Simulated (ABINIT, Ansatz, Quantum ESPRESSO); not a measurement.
**Code comparison for LiCl (Fm-3m, 2 atoms in the cell)**

Self-consistent single point.

```xyz
2
Lattice="0.0000 2.5700 2.5700 2.5700 0.0000 2.5700 2.5700 2.5700 0.0000" Properties=species:S:1:pos:R:3 pbc="T T T"
Li     0.0000     0.0000     0.0000
Cl     2.5700     2.5700     2.5700
```

Shared settings, as Ansatz (a quantum-chemistry and plane-wave program) writes them: kpoints.mp_grid.grid = 1 1 1; scf.occupations.method = fermi_dirac; scf.occupations.width = 0.0007 Ry. Potentials and cutoffs stand in the table.

```json
[
 {"code": "Quantum ESPRESSO", "model": "PBE, GBRV 1.5 ultrasoft (PBE) pseudopotentials", "pressure (GPa)": "45.01", "cutoff": "40 Ry"},
 {"code": "ABINIT", "model": "PBE, norm-conserving pseudopotentials (PseudoDojo nc-sr-05 PBE standard)", "pressure (GPa)": "44.98", "cutoff": "37 Ha"},
 {"code": "Ansatz", "model": "PBE, default PAW files", "pressure (GPa)": "45.06", "cutoff": "default"}
]
```

The spread over the programs that give each value: pressure within 0.08 GPa.

Ansatz's pressure is given at a fixed set of plane waves, as the other plane-wave codes print theirs.

On the base mesh (8 8 8) the same programs gave: Ansatz pressure 0.19 GPa, gap on the mesh 6.293 eV; Quantum ESPRESSO pressure 0.17 GPa; ABINIT pressure 0.18 GPa.

The values differ from the base mesh's, so the mesh still matters here: the table compares the programs at equal settings.

The starting cell has typed, rounded lattice constants, without a prior relaxation at this level.

Left out of this page: GPAW, Elk and FLEUR (not drawn, or without a comparable value); CP2K (on another mesh).

Keys are those of Ansatz 0.2.
